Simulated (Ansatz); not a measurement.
Electronic density of states of amorphous Si₂₄O₄₇H₂, density 2.07 g/cm³, on a 2×2×2 Γ-centred mesh with a Gaussian width of 0.1 eV; energies count from the Fermi level, whose place inside the gap is arbitrary. Cell and mesh are small, so fine structure isn't converged. Level of theory: PBE, scalar-relativistic without spin-orbit coupling (plane waves to 420 eV, PAW; Ansatz, a program for electronic structure). Sampling: a 2×2×2 Γ-centred mesh; Fermi-Dirac width 0.02 eV; no spin polarisation. The usual formal charges leave 4 electrons over, so the level spacing at the Fermi energy parts defect or band states and needn't be the band gap. At PBE the levels at both edges of the gap are localised (band-tail or defect states), and the nearest spread-out levels lie 5.8 eV apart at the zone centre.

The cell was made by melting and quenching with the CHGNet potential and then relaxed with DFT. O atoms were pushed apart under 1.9 Å during the dynamics, to hinder bonds among them. The hot cell started wider than the set density and was brought back towards it in steps. It is the lowest in DFT energy of 2 quenches. It is a model cell: composition and starting density were chosen by hand, and all elements were melted together. No dispersion term was used. Its density started from a set value of 2.07 and ended at 2.07 g/cm³. The quench (nominally 200 K/ps over its main leg) was far faster than any real one, so the model tends to hold more defects than a real film. Values belong to this one cell and scatter from quench to quench. The volume was held where the preparation left it and the shape relaxed, at a PBE pressure of -1.0 GPa (tension). Stress components on the final sampling reach 1.0 GPa.

```json
[
 {"E - EF (eV)": "-12.00", "states/(eV atom)": "0.24"},
 {"E - EF (eV)": "-11.90", "states/(eV atom)": "0.22"},
 {"E - EF (eV)": "-11.80", "states/(eV atom)": "0.20"},
 {"E - EF (eV)": "-11.70", "states/(eV atom)": "0.19"},
 {"E - EF (eV)": "-11.60", "states/(eV atom)": "0.14"},
 {"E - EF (eV)": "-11.50", "states/(eV atom)": "0.10"},
 {"E - EF (eV)": "-11.40", "states/(eV atom)": "0.15"},
 {"E - EF (eV)": "-11.30", "states/(eV atom)": "0.23"},
 {"E - EF (eV)": "-11.20", "states/(eV atom)": "0.20"},
 {"E - EF (eV)": "-11.10", "states/(eV atom)": "0.13"},
 {"E - EF (eV)": "-11.00", "states/(eV atom)": "0.14"},
 {"E - EF (eV)": "-10.90", "states/(eV atom)": "0.16"},
 {"E - EF (eV)": "-10.80", "states/(eV atom)": "0.18"},
 {"E - EF (eV)": "-10.70", "states/(eV atom)": "0.22"},
 {"E - EF (eV)": "-10.60", "states/(eV atom)": "0.20"},
 {"E - EF (eV)": "-10.50", "states/(eV atom)": "0.20"},
 {"E - EF (eV)": "-10.40", "states/(eV atom)": "0.23"},
 {"E - EF (eV)": "-10.30", "states/(eV atom)": "0.25"},
 {"E - EF (eV)": "-10.20", "states/(eV atom)": "0.24"},
 {"E - EF (eV)": "-10.10", "states/(eV atom)": "0.23"},
 {"E - EF (eV)": "-10.00", "states/(eV atom)": "0.19"},
 {"E - EF (eV)": "-9.90", "states/(eV atom)": "0.18"},
 {"E - EF (eV)": "-9.80", "states/(eV atom)": "0.18"},
 {"E - EF (eV)": "-9.70", "states/(eV atom)": "0.17"},
 {"E - EF (eV)": "-9.60", "states/(eV atom)": "0.19"},
 {"E - EF (eV)": "-9.50", "states/(eV atom)": "0.26"},
 {"E - EF (eV)": "-9.40", "states/(eV atom)": "0.25"},
 {"E - EF (eV)": "-9.30", "states/(eV atom)": "0.30"},
 {"E - EF (eV)": "-9.20", "states/(eV atom)": "0.40"},
 {"E - EF (eV)": "-9.10", "states/(eV atom)": "0.53"},
 {"E - EF (eV)": "-9.00", "states/(eV atom)": "0.61"},
 {"E - EF (eV)": "-8.90", "states/(eV atom)": "0.62"},
 {"E - EF (eV)": "-8.80", "states/(eV atom)": "0.57"},
 {"E - EF (eV)": "-8.70", "states/(eV atom)": "0.55"},
 {"E - EF (eV)": "-8.60", "states/(eV atom)": "0.49"},
 {"E - EF (eV)": "-8.50", "states/(eV atom)": "0.45"},
 {"E - EF (eV)": "-8.40", "states/(eV atom)": "0.41"},
 {"E - EF (eV)": "-8.30", "states/(eV atom)": "0.37"},
 {"E - EF (eV)": "-8.20", "states/(eV atom)": "0.37"},
 {"E - EF (eV)": "-8.10", "states/(eV atom)": "0.38"},
 {"E - EF (eV)": "-8.00", "states/(eV atom)": "0.42"},
 {"E - EF (eV)": "-7.90", "states/(eV atom)": "0.24"},
 {"E - EF (eV)": "-7.80", "states/(eV atom)": "0.07"},
 {"E - EF (eV)": "-7.70", "states/(eV atom)": "0.12"},
 {"E - EF (eV)": "-7.60", "states/(eV atom)": "0.11"},
 {"E - EF (eV)": "-7.50", "states/(eV atom)": "0.06"},
 {"E - EF (eV)": "-7.40", "states/(eV atom)": "0.14"},
 {"E - EF (eV)": "-7.30", "states/(eV atom)": "0.19"},
 {"E - EF (eV)": "-7.20", "states/(eV atom)": "0.26"},
 {"E - EF (eV)": "-7.10", "states/(eV atom)": "0.31"},
 {"E - EF (eV)": "-7.00", "states/(eV atom)": "0.31"},
 {"E - EF (eV)": "-6.90", "states/(eV atom)": "0.31"},
 {"E - EF (eV)": "-6.80", "states/(eV atom)": "0.38"},
 {"E - EF (eV)": "-6.70", "states/(eV atom)": "0.47"},
 {"E - EF (eV)": "-6.60", "states/(eV atom)": "0.47"},
 {"E - EF (eV)": "-6.50", "states/(eV atom)": "0.54"},
 {"E - EF (eV)": "-6.40", "states/(eV atom)": "0.55"},
 {"E - EF (eV)": "-6.30", "states/(eV atom)": "0.51"},
 {"E - EF (eV)": "-6.20", "states/(eV atom)": "0.64"},
 {"E - EF (eV)": "-6.10", "states/(eV atom)": "0.76"},
 {"E - EF (eV)": "-6.00", "states/(eV atom)": "0.82"},
 {"E - EF (eV)": "-5.90", "states/(eV atom)": "0.80"},
 {"E - EF (eV)": "-5.80", "states/(eV atom)": "0.72"},
 {"E - EF (eV)": "-5.70", "states/(eV atom)": "0.67"},
 {"E - EF (eV)": "-5.60", "states/(eV atom)": "0.74"},
 {"E - EF (eV)": "-5.50", "states/(eV atom)": "0.80"},
 {"E - EF (eV)": "-5.40", "states/(eV atom)": "0.85"},
 {"E - EF (eV)": "-5.30", "states/(eV atom)": "0.90"},
 {"E - EF (eV)": "-5.20", "states/(eV atom)": "0.96"},
 {"E - EF (eV)": "-5.10", "states/(eV atom)": "1.01"},
 {"E - EF (eV)": "-5.00", "states/(eV atom)": "0.97"},
 {"E - EF (eV)": "-4.90", "states/(eV atom)": "0.81"},
 {"E - EF (eV)": "-4.80", "states/(eV atom)": "0.75"},
 {"E - EF (eV)": "-4.70", "states/(eV atom)": "0.80"},
 {"E - EF (eV)": "-4.60", "states/(eV atom)": "0.76"},
 {"E - EF (eV)": "-4.50", "states/(eV atom)": "0.72"},
 {"E - EF (eV)": "-4.40", "states/(eV atom)": "0.72"},
 {"E - EF (eV)": "-4.30", "states/(eV atom)": "0.68"},
 {"E - EF (eV)": "-4.20", "states/(eV atom)": "0.76"},
 {"E - EF (eV)": "-4.10", "states/(eV atom)": "0.82"},
 {"E - EF (eV)": "-4.00", "states/(eV atom)": "0.82"},
 {"E - EF (eV)": "-3.90", "states/(eV atom)": "0.78"},
 {"E - EF (eV)": "-3.80", "states/(eV atom)": "0.66"},
 {"E - EF (eV)": "-3.70", "states/(eV atom)": "0.52"},
 {"E - EF (eV)": "-3.60", "states/(eV atom)": "0.48"},
 {"E - EF (eV)": "-3.50", "states/(eV atom)": "0.25"},
 {"E - EF (eV)": "-3.40", "states/(eV atom)": "0.05"},
 {"E - EF (eV)": "-3.30", "states/(eV atom)": "0.00"},
 {"E - EF (eV)": "-3.20", "states/(eV atom)": "0.00"},
 {"E - EF (eV)": "-3.10", "states/(eV atom)": "0.00"},
 {"E - EF (eV)": "-3.00", "states/(eV atom)": "0.00"},
 {"E - EF (eV)": "-2.90", "states/(eV atom)": "0.00"},
 {"E - EF (eV)": "-2.80", "states/(eV atom)": "0.00"},
 {"E - EF (eV)": "-2.70", "states/(eV atom)": "0.00"},
 {"E - EF (eV)": "-2.60", "states/(eV atom)": "0.00"},
 {"E - EF (eV)": "-2.50", "states/(eV atom)": "0.00"},
 {"E - EF (eV)": "-2.40", "states/(eV atom)": "0.00"},
 {"E - EF (eV)": "-2.30", "states/(eV atom)": "0.02"},
 {"E - EF (eV)": "-2.20", "states/(eV atom)": "0.11"},
 {"E - EF (eV)": "-2.10", "states/(eV atom)": "0.12"},
 {"E - EF (eV)": "-2.00", "states/(eV atom)": "0.03"},
 {"E - EF (eV)": "-1.90", "states/(eV atom)": "0.00"},
 {"E - EF (eV)": "-1.80", "states/(eV atom)": "0.00"},
 {"E - EF (eV)": "-1.70", "states/(eV atom)": "0.00"},
 {"E - EF (eV)": "-1.60", "states/(eV atom)": "0.00"},
 {"E - EF (eV)": "-1.50", "states/(eV atom)": "0.00"},
 {"E - EF (eV)": "-1.40", "states/(eV atom)": "0.00"},
 {"E - EF (eV)": "-1.30", "states/(eV atom)": "0.00"},
 {"E - EF (eV)": "-1.20", "states/(eV atom)": "0.01"},
 {"E - EF (eV)": "-1.10", "states/(eV atom)": "0.10"},
 {"E - EF (eV)": "-1.00", "states/(eV atom)": "0.13"},
 {"E - EF (eV)": "-0.90", "states/(eV atom)": "0.03"},
 {"E - EF (eV)": "-0.80", "states/(eV atom)": "0.00"},
 {"E - EF (eV)": "-0.70", "states/(eV atom)": "0.00"},
 {"E - EF (eV)": "-0.60", "states/(eV atom)": "0.00"},
 {"E - EF (eV)": "-0.50", "states/(eV atom)": "0.00"},
 {"E - EF (eV)": "-0.40", "states/(eV atom)": "0.00"},
 {"E - EF (eV)": "-0.30", "states/(eV atom)": "0.00"},
 {"E - EF (eV)": "-0.20", "states/(eV atom)": "0.00"},
 {"E - EF (eV)": "-0.10", "states/(eV atom)": "0.00"},
 {"E - EF (eV)": "0.00", "states/(eV atom)": "0.00"},
 {"E - EF (eV)": "0.10", "states/(eV atom)": "0.00"},
 {"E - EF (eV)": "0.20", "states/(eV atom)": "0.00"},
 {"E - EF (eV)": "0.30", "states/(eV atom)": "0.00"},
 {"E - EF (eV)": "0.40", "states/(eV atom)": "0.00"},
 {"E - EF (eV)": "0.50", "states/(eV atom)": "0.00"},
 {"E - EF (eV)": "0.60", "states/(eV atom)": "0.00"},
 {"E - EF (eV)": "0.70", "states/(eV atom)": "0.00"},
 {"E - EF (eV)": "0.80", "states/(eV atom)": "0.00"},
 {"E - EF (eV)": "0.90", "states/(eV atom)": "0.02"},
 {"E - EF (eV)": "1.00", "states/(eV atom)": "0.11"},
 {"E - EF (eV)": "1.10", "states/(eV atom)": "0.11"},
 {"E - EF (eV)": "1.20", "states/(eV atom)": "0.03"},
 {"E - EF (eV)": "1.30", "states/(eV atom)": "0.00"},
 {"E - EF (eV)": "1.40", "states/(eV atom)": "0.00"},
 {"E - EF (eV)": "1.50", "states/(eV atom)": "0.02"},
 {"E - EF (eV)": "1.60", "states/(eV atom)": "0.12"},
 {"E - EF (eV)": "1.70", "states/(eV atom)": "0.11"},
 {"E - EF (eV)": "1.80", "states/(eV atom)": "0.02"},
 {"E - EF (eV)": "1.90", "states/(eV atom)": "0.02"},
 {"E - EF (eV)": "2.00", "states/(eV atom)": "0.10"},
 {"E - EF (eV)": "2.10", "states/(eV atom)": "0.13"},
 {"E - EF (eV)": "2.20", "states/(eV atom)": "0.06"},
 {"E - EF (eV)": "2.30", "states/(eV atom)": "0.06"},
 {"E - EF (eV)": "2.40", "states/(eV atom)": "0.05"},
 {"E - EF (eV)": "2.50", "states/(eV atom)": "0.06"},
 {"E - EF (eV)": "2.60", "states/(eV atom)": "0.05"},
 {"E - EF (eV)": "2.70", "states/(eV atom)": "0.08"},
 {"E - EF (eV)": "2.80", "states/(eV atom)": "0.08"},
 {"E - EF (eV)": "2.90", "states/(eV atom)": "0.07"},
 {"E - EF (eV)": "3.00", "states/(eV atom)": "0.10"},
 {"E - EF (eV)": "3.10", "states/(eV atom)": "0.10"},
 {"E - EF (eV)": "3.20", "states/(eV atom)": "0.06"},
 {"E - EF (eV)": "3.30", "states/(eV atom)": "0.10"},
 {"E - EF (eV)": "3.40", "states/(eV atom)": "0.14"},
 {"E - EF (eV)": "3.50", "states/(eV atom)": "0.15"},
 {"E - EF (eV)": "3.60", "states/(eV atom)": "0.16"},
 {"E - EF (eV)": "3.70", "states/(eV atom)": "0.15"},
 {"E - EF (eV)": "3.80", "states/(eV atom)": "0.17"},
 {"E - EF (eV)": "3.90", "states/(eV atom)": "0.22"},
 {"E - EF (eV)": "4.00", "states/(eV atom)": "0.25"},
 {"E - EF (eV)": "4.10", "states/(eV atom)": "0.26"},
 {"E - EF (eV)": "4.20", "states/(eV atom)": "0.25"},
 {"E - EF (eV)": "4.30", "states/(eV atom)": "0.24"},
 {"E - EF (eV)": "4.40", "states/(eV atom)": "0.26"},
 {"E - EF (eV)": "4.50", "states/(eV atom)": "0.32"},
 {"E - EF (eV)": "4.60", "states/(eV atom)": "0.29"},
 {"E - EF (eV)": "4.70", "states/(eV atom)": "0.26"},
 {"E - EF (eV)": "4.80", "states/(eV atom)": "0.31"},
 {"E - EF (eV)": "4.90", "states/(eV atom)": "0.39"},
 {"E - EF (eV)": "5.00", "states/(eV atom)": "0.40"},
 {"E - EF (eV)": "5.10", "states/(eV atom)": "0.40"},
 {"E - EF (eV)": "5.20", "states/(eV atom)": "0.40"},
 {"E - EF (eV)": "5.30", "states/(eV atom)": "0.44"}
]
```

The level spacing at the Fermi energy on this mesh is 2.03 eV; the broadening fills part of it in the curve.
